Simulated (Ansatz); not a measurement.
**How far PBE and PBEsol part for hypothetical diamond Mo, pressure 5 GPa**

The reference is Mo in the diamond structure (space group Fd-3m, No. 227; a = 5.6874 Å; a hypothetical phase, not in the database extracts checked).

(Cell as relaxed with PBE.)

Levels (all Ansatz, a first-principles code, PAW): PBE (420 eV, no spin-orbit coupling); PBEsol (420 eV, without spin-orbit coupling).

Each level relaxes its own structure.

| base | PBE | PBEsol |
|---|---|---|
| volume per atom | 23.00 Å³ | 22.08 Å³ |
| lattice parameter a | 5.687 Å | 5.611 Å |
| band gap | zero | zero |

The change: a hydrostatic pressure of 5 GPa.

```
quantity              PBE    PBEsol
---------------  --------  --------
volume per atom  22.03 Å³  21.23 Å³
band gap             zero      zero
```

PBE's volume per atom lies 0.80 Å³ above PBEsol's (3.8 %); the two agree on the band gap. Neither level is exact; PBEsol is the comparison here, not a measurement.

Load acts through the strain it causes; cell and atoms are relaxed under it. No phonon test of stability was made. Competing high-pressure phases were not computed. All final runs are without spin polarisation.
